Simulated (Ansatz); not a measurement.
Subject: the energy of the reaction as written. Reaction: cell B → cell A. The sign is products less reactants.

Cell A: a sheet of composition Ag, 1 atom, square cell of 2.70 Å (7.3 Å²), symmetry P4/mmm, 0.0 Å thick under 16 Å of vacuum, in-plane vectors relaxed; planes from bottom to top: Ag; a model cell; spin state with PBE: run without spin, k-point mesh 22×22×1.
```
CELL_PARAMETERS angstrom
      2.70219     0.00000     0.00000
      0.00000     2.70219     0.00000
      0.00000     0.00000    16.00000
ATOMIC_POSITIONS crystal
  Ag 0.00000 0.00000 0.50000
```

Cell B: a sheet of composition Ag, 1 atom, hexagonal cell of 2.79 Å (6.7 Å²), symmetry P6/mmm, 0.0 Å thick under 16 Å of vacuum, in-plane vectors relaxed; planes from bottom to top: Ag; a model cell; spin state with PBE: run without spin, k-point mesh 30×30×1.
```
Ag
1.0
    2.78751     0.00000     0.00000
   -1.39376     2.41406     0.00000
    0.00000     0.00000    16.00000
Ag
1
Cartesian
  0.00000   0.00000   8.00000
```

Plane-wave PAW calculations with Ansatz (an electronic-structure program), its default PAW set, cutoff 420 eV, 500 eV for r2SCAN. The structures are at rest with PBE; other levels are single points on them. Neutral cells; Fermi-Dirac smearing of at most 0.10 eV in the solids, energies taken to zero width. The lattices are those relaxed with PBE, so at other levels the solids can be strained, which adds to the spread. A dispersion term (D3(BJ), or D4 for r2SCAN) was computed beside these levels and is taken off wherever the name lacks it. No zero-point or thermal terms. Cell A has symmetry P4/mmm and got no random move, so less symmetric positions, which may lie lower, weren't tried. Cell B has symmetry P6/mmm and got no random move, so less symmetric positions, which may lie lower, weren't tried.

Predict the value from PBE.

0.22 eV, for cell B → cell A.

List the value at the remaining levels and say how far they part.


```
Functional  value (eV)  less PBE
----------  ----------  --------
r2SCAN            0.23      0.01
```

The levels span only 0.01 eV, too little to tell them apart.
